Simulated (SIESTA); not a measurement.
A relaxation of the atoms of BaAgSbS3 (P1, 24 atoms in the cell) with SIESTA.

Method: LDA PW92, numerical atomic orbitals DZP, PseudoDojo LDA standard norm-conserving potentials (rewritten from UPF to PSML) (SIESTA).

Input:

```
# files in the folder: Ba.psml Ag.psml Sb.psml S.psml (PseudoDojo LDA standard)
SystemName  BaAgSbS3
SystemLabel baagsbs3

NumberOfAtoms                24
NumberOfSpecies              4
%block ChemicalSpeciesLabel
  1 56 Ba
  2 47 Ag
  3 51 Sb
  4 16 S
%endblock ChemicalSpeciesLabel
LatticeConstant              1.0 Ang
%block LatticeVectors
     4.740535000   -4.103300000    0.000000000
     4.740535000    4.103300000    0.000000000
    -3.472275000    0.000000000   17.067995000
%endblock LatticeVectors
AtomicCoordinatesFormat      Ang
%block AtomicCoordinatesAndAtomicSpecies
     5.991256240    1.028988644    1.874646163  1
     0.025753755   -1.050399664   15.166995853  1
     1.761396505    1.014549132    6.636292476  1
     4.272010620   -1.014089562   10.407704923  1
     3.869517884    3.462495846    4.268022830  2
     2.159633894   -3.493496277   12.797241291  2
     3.874100191   -1.628530014    4.277632111  2
     2.114667977    1.607939654   12.783945323  2
     1.327460992    1.180605579    1.350488036  3
     4.677460041   -1.178151806   15.714878492  3
     6.415433719    1.173002164    7.167823976  3
    -0.427442314   -1.193305293    9.920174714  3
     6.230570996   -1.826005430    3.642890445  4
    -0.211554202    1.889700956   13.401260566  4
     1.515792238   -1.886533208    4.879483751  4
     4.476160220    1.850452891   12.172569742  4
     3.128228464   -0.511866158    1.408280267  4
     2.854732245    0.473730088   15.658588245  4
     4.632553902   -0.431174764    7.146864478  4
     1.408251822    0.457825697    9.933351206  4
     4.183305680    3.750161795    1.822452234  4
     1.826485632   -3.708587160   15.293401424  4
     3.522279697    3.763440074    6.753259446  4
     2.477482532   -3.730749083   10.337674940  4
%endblock AtomicCoordinatesAndAtomicSpecies

XC.functional                LDA
XC.authors                   PW92
PAO.BasisSize                DZP
PAO.EnergyShift              0.005 Ry
MeshCutoff                   350 Ry
%block kgrid.MonkhorstPack
    3   0   0  0.0
    0   3   0  0.0
    0   0   1  0.0
%endblock kgrid.MonkhorstPack
OccupationFunction           FD
ElectronicTemperature        10 K

MaxSCFIterations             150
SCF.Mixer.Method             Broyden
SCF.Mixer.Weight             0.2
SCF.Mixer.History            6
SCF.DM.Converge              false
SCF.H.Converge               false
SCF.FreeE.Converge           true
SCF.FreeE.Tolerance          1.0E-03 eV
Diag.ParallelOverK           true
MD.TypeOfRun                 CG
MD.Steps                     40
MD.MaxForceTol               0.03 eV/Ang
WriteForces                  true
Charge.Mulliken              end
```

Log, with long lists cut:

```
        iscf     Eharris(eV)        E_KS(eV)     FreeEng(eV)     dDmax    Ef(eV) dHmax(eV)
   scf:    1   -33281.866494   -33377.025393   -33377.025393  1.685882 -3.525535 19.848305
   scf:    2   -33427.627196   -33412.041885   -33412.041885  0.492338 -4.150552  4.211500
   scf:    3   -33416.274953   -33414.609504   -33414.609504  0.087608 -4.518937  1.744303
   scf:    4   -33415.290317   -33415.041782   -33415.041782  0.048705 -4.741526  0.590075
   scf:    5   -33415.133323   -33415.091871   -33415.091871  0.014298 -4.806220  0.382641
   scf:    6   -33415.132723   -33415.114119   -33415.114119  0.014273 -4.838845  0.152384
   scf:    7   -33415.121700   -33415.118620   -33415.118620  0.007864 -4.846923  0.021324
   scf:    8   -33415.119056   -33415.118862   -33415.118862  0.001000 -4.847816  0.011138
SCF Convergence by FreeE criterion
|FreeE_i-FreeE_(i-1)| (eV) <     0.00100000
max |DM_out - DM_in|         :     0.0010000753
max |H_out - H_in|      (eV) :     0.0111382714
SCF cycle converged after 8 iterations

Using DM_out to compute the final energy and forces

siesta: E_KS(eV) =           -33415.1189

siesta: E_KS - E_eggbox =    -33415.1189

siesta: Atomic forces (eV/Ang):
     1   -0.113536   -0.078670    0.129988
     2   -0.088421    0.147355   -0.084446
     3   -0.058781   -0.005788   -0.099501
   [... 21 lines left out ...]
   Tot   -0.000290   -0.000574   -0.000639
   Max    0.778049
   Res    0.248526    sqrt( Sum f_i^2 / 3N )
   Max    0.778049    constrained

Stress tensor Voigt[x,y,z,yz,xz,xy] (kbar):       30.76       25.81       36.35        0.71       -0.11        0.46
(Free)E + p*V (eV/cell)   -33427.9553
   [... lines left out ...]
outcell: Cell volume (Ang**3)        :    664.0077
        iscf     Eharris(eV)        E_KS(eV)     FreeEng(eV)     dDmax    Ef(eV) dHmax(eV)
siesta: FreeEng =    -33415.346145
siesta: Cell volume =        664.007722 Ang**3
siesta:         -33.18722770        -33.11709303  kBar
   [... lines left out ...]
    13    -0.350452    6.350452  S
    14    -0.351286    6.351286  S
    15    -0.350265    6.350265  S
    16    -0.352170    6.352170  S
    17    -0.488148    6.488148  S
    18    -0.488891    6.488891  S
    19    -0.488709    6.488709  S
    20    -0.488209    6.488209  S
    21    -0.381810    6.381810  S
    22    -0.382703    6.382703  S
    23    -0.382086    6.382086  S
    24    -0.381640    6.381640  S
 Total    -0.000000
```

The run converged. 

Summary of the result:
| Item | Result |
|---|---|
| Free energy E − TS | -33415.3461 eV |
| Top of the valence band (on the code's own zero) | -5.09 eV |
| Gap on the k-point mesh | 1.50 eV |
| Pressure | -3.32 GPa |
| Largest force (vector length) | 0.029 eV/Å |
| Relaxation steps | 17 |

The starting cell comes from a database of computed structures (which also holds hypothetical and non-ambient phases and stackings), without a prior relaxation at this level. For this run, on top of that: atoms moved at random. Spin-orbit coupling is off. Values carry the incompleteness of an atom-centred basis. The basis of the alkali or alkaline-earth atoms may lack their empty d shell, which can raise the gap.

Cost on one core of a shared machine: roughly 30 min.
